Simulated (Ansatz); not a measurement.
The structure below was relaxed with Kohn–Sham DFT with the PBEsol functional, run in Ansatz (a program for electronic structure) with PAW and 420 eV plane waves, scalar-relativistic without spin-orbit coupling, earlier PAW set.

```yaml
crystal:
  lattice:
    - [0.00000, 2.48556, 2.48556]
    - [2.48556, 0.00000, 2.48556]
    - [2.48556, 2.48556, 0.00000]
  atoms:
    - { symbol: Mo, position: [0.25000, 0.25000, 0.25000] }
    - { symbol: Be, position: [0.00000, 0.00000, 0.00000] }
```

Task: Find the space group and the Wyckoff positions.

Result: Space group F-43m (No. 216); a = b = c = 4.971 Å, α = β = γ = 90.00°

```tsv
atom	site	symmetry	x	y	z
Mo	4d	-43m	0.7500	0.7500	0.7500
Be	4a	-43m	0.0000	0.0000	0.0000
```

Task: Describe the coordination.

Result: The crystal has 8 atoms in its conventional cell. Conventional cell: a = b = c = 4.9711 Å, α = β = γ = 90.00°. Mo has 4 Be at 2.153 Å and 12 Mo at 3.515 Å. Be sees 4 Mo at 2.153 Å (tetrahedral). (Neighbours: up to the widest gap in distance over summed covalent radii, below 1.35, at either atom.)

No phonon test of stability was made. All final runs are without spin polarisation. The cell was made from BeS by this change: S → Mo; the result is a hypothetical phase, not in the database extracts checked. BeMo has a high density of states at the Fermi level and may be magnetic at this level.
